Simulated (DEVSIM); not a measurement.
Structure: Schottky contact on n-type GaN, at 300 K.

| layer (left to right) | material | thickness (μm) | Nd (cm⁻³) | τn (s) | τp (s) |
|---|---|---|---|---|---|
| 1 | GaN | 6.10 | 2.8e17 | 3e-9 | 3e-9 |

Left contact: Schottky, work function 5.72 eV, emission velocity 1.5e6 cm/s. Right contact: ohmic. Voltage is applied to the left contact. Recombination: SRH at mid-gap, radiative, Auger. Mobility is constant in doping.

Constants are typed, rounded textbook-type inputs, not results; the design itself was drawn at random and stands for no fabricated device. Values at 300 K; Nc and Nv go as T^1.5, mobilities as T to minus their exponent, the gap by Varshni's rule with the affinity fixed.

| parameter | GaN |
|---|---|
| gap (eV) | 3.43 |
| affinity (eV) | 4.1 |
| permittivity | 9.5 |
| Nc (cm⁻³) | 2.3e18 |
| Nv (cm⁻³) | 4.6e19 |
| μn (cm²/Vs) | 1200 |
| μp (cm²/Vs) | 100 |
| T exponent of μn | 1.5 |
| T exponent of μp | 2 |
| B (cm³/s) | 1e-11 |
| Cn (cm⁶/s) | 1e-30 |
| Cp (cm⁶/s) | 1e-30 |
| Varshni α (eV/K) | 0.00091 |
| Varshni β (K) | 830 |

DEVSIM, 1D drift-diffusion, Boltzmann statistics, complete ionisation; no tunnelling, impact ionisation, image-force lowering or self-heating. Metal contacts follow the ideal Schottky-Mott rule: no Fermi-level pinning, no interface dipoles.

The temperature was swept, all else fixed.

```
temperature (K)  dark forward voltage at 100 A/cm² (V)  potential step across the device at zero bias (V)  dark forward voltage at 1 A/cm² (V)
---------------  -------------------------------------  -------------------------------------------------  -----------------------------------
250                                              1.442                                              1.581                                1.341
300                                              1.399                                              1.566                                1.278
350                                              1.355                                              1.550                                1.215
400                                              1.311                                              1.533                                1.150
450                                              1.265                                              1.515                                1.084
500                                              1.219                                              1.496                                1.018
```

From the first row to the last the dark forward voltage at 100 A/cm² goes from 1.442 to 1.219. From the first row to the last the potential step across the device at zero bias goes from 1.581 to 1.496.
